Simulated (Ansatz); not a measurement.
The reference is SrTiO₃ in the cubic perovskite structure (space group Pm-3m, No. 221; a = 3.907 Å). Axes: x, y, z lie along the cube axes.

Method: Ansatz (a first-principles code) r2SCAN, without spin-orbit coupling.

For the base:

```
Item                             Value
-----------------------------  -------
Band gap                       2.26 eV
Shortest interatomic distance  1.953 Å
```

It is then changed as follows: biaxial strain +0.75 %, plane normal [001], relaxed out of plane (Cartesian); in-plane vectors clamped, the third vector and the atoms free.

What happens to the band gap, out-of-plane strain, in-plane stress and shortest interatomic distance?

The band gap falls by 0.04 eV (2.26 eV → 2.22 eV); the out-of-plane strain comes out as -0.45 %; the mean in-plane stress (compression positive) amounts to -2.8 GPa; the shortest interatomic distance shrinks by 0.0088 Å (1.953 Å → 1.945 Å).

Stability against distortions was not tested. The final runs are not spin-polarised. Many cubic perovskites are stable only at high temperature; tilts and polar distortions were not tested.
